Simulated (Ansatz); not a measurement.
Ansatz (a program for electronic structure) run on Al₃Ir (P6_3/mmc, 8 atoms in the cell): self-consistent single point.

Computed with LDA (PW92), PAW files made with PBE (plane waves; Ansatz).

```xyz
8
Lattice="4.3735 0.0000 0.0000 -2.1867 3.7875 0.0000 0.0000 0.0000 7.9281" Properties=species:S:1:pos:R:3 pbc="T T T"
Al     0.0000     0.0000     1.9820
Al     0.0000     0.0000     5.9461
Al     0.0000     2.5250     4.5974
Al     2.1867     1.2625     3.3307
Al     2.1867     1.2625     0.6334
Al     0.0000     2.5250     7.2947
Ir     0.0000     2.5250     1.9820
Ir     2.1867     1.2625     5.9461
```

Reference input (self-consistent single point, DFT, PBEsol, plane waves, PAW files made with PBE): kpoints.mp_grid.grid = 7 7 4; hamiltonian.xc = pbesol; hamiltonian.pseudopotentials = {kind: paw} (an earlier, softer set of the program's PAW files); scf.occupations.method = gaussian; scf.occupations.width = 0.136 eV. This run's input differs from it in these lines:

Ansatz 0.2 input:
```diff
@@ -19,3 +19,3 @@
 hamiltonian:
-  xc: pbesol
+  xc: lda
   pseudopotentials:
```

Output (repeated stretches shortened):

```
SCF iter   1: F=—  HF=-26412.446723 eV  |F-HF|=—  |Δ(HF+E_count)|=         —  Δρ=4.07e-2  dr2=2.65e0  ethr=3.10e-3  ⟨swp⟩=6.8  Hψ=3648  notcnv=0
all-band conjugate gradients solve this SCF's bands
preconditioner: auto → Kerker (q_TF=auto, 2.338 Å⁻¹)
SCF iter   2: F=—  HF=-26411.725180 eV  |F-HF|=—  |Δ(HF+E_count)|=   7.22e-1  Δρ=2.49e-2  dr2=1.20e0  ethr=3.10e-3  ⟨swp⟩=2.0  Hψ=1129  notcnv=0  defer=38
   [... lines left out ...]
SCF iter   5: F=—  HF=-26411.225994 eV  |F-HF|=—  |Δ(HF+E_count)|=   8.57e-5  Δρ=4.03e-4  dr2=2.75e-4  ethr=3.43e-6  ⟨swp⟩=2.7  Hψ=1363  notcnv=0  defer=48
SCF iter   6: F=—  HF=-26411.225950 eV  |F-HF|=—  |Δ(HF+E_count)|=   4.45e-5  Δρ=6.27e-5  dr2=9.18e-6  ethr=5.29e-7  ⟨swp⟩=2.6  Hψ=1258  notcnv=0  defer=48
SCF iter   7: F=—  HF=-26411.225948 eV  |F-HF|=—  |Δ(HF+E_count)|=   1.78e-6  Δρ=1.38e-5  dr2=2.94e-7  ethr=1.77e-8  ⟨swp⟩=2.4  Hψ=1206  notcnv=0  defer=48
SCF iter   8: F=-26411.225948 eV  HF=-26411.225948 eV  |F-HF|=5.13e-9  |Δ(HF+E_count)|=   1.44e-7  Δρ=1.92e-6  dr2=7.08e-9  ethr=1.92e-10  ⟨swp⟩=10.0  Hψ=3533  notcnv=0
SCF 1 converged in 8 iterations: F = -26411.225948 eV  dr2 = 7.08e-9
Free energy (F): -26411.225948 eV
Internal energy: -26411.207109 eV  (E = F + TS)
E sigma→0 (E₀):  -26411.216528 eV
Entropy (-TS):   -0.018839 eV (-2.355 meV/atom)
Fermi energy:    11.421950 eV
--- Forces (eV/Å), atoms counted from 1 ---
  atom   1  Al     0.00000000     0.00000000     0.00000000
  atom   2  Al    -0.00000000    -0.00000000     0.00000000
  atom   3  Al     0.00000000     0.00000000    -0.07937462
  atom   4  Al    -0.00000000    -0.00000000     0.07937462
  atom   5  Al    -0.00000000    -0.00000000    -0.07937462
  atom   6  Al     0.00000000     0.00000000     0.07937462
  atom   7  Ir    -0.00000000    -0.00000000     0.00000000
  atom   8  Ir     0.00000000     0.00000000     0.00000000
--- Stress (GPa, compression-positive) ---
      -13.230366       0.000000       0.000000
        0.000000     -13.230366       0.000000
        0.000000       0.000000     -12.188719
  P = ⅓ Tr σ = -12.8832 GPa (-128.832 kbar)
  The stress holds the Pulay correction. Without it, at fixed plane waves, as pw.x and ABINIT print it: P = -12.9090 GPa
```

The run converged in 8 iterations. Against the reference run the pressure goes from -10.08 to -12.88 GPa and the largest force moves little (0.076 to 0.079 eV/Å).

The starting cell comes from a database of computed structures (which also holds hypothetical and non-ambient phases and stackings), without a prior relaxation at this level. Its lattice was rescaled by a random factor within 2.5 % of one. Spin polarisation is off. With a pressure of about -13 GPa the cell is away from its equilibrium volume at this level. Ansatz's pressure includes its estimate of the finite-basis (Pulay) stress.
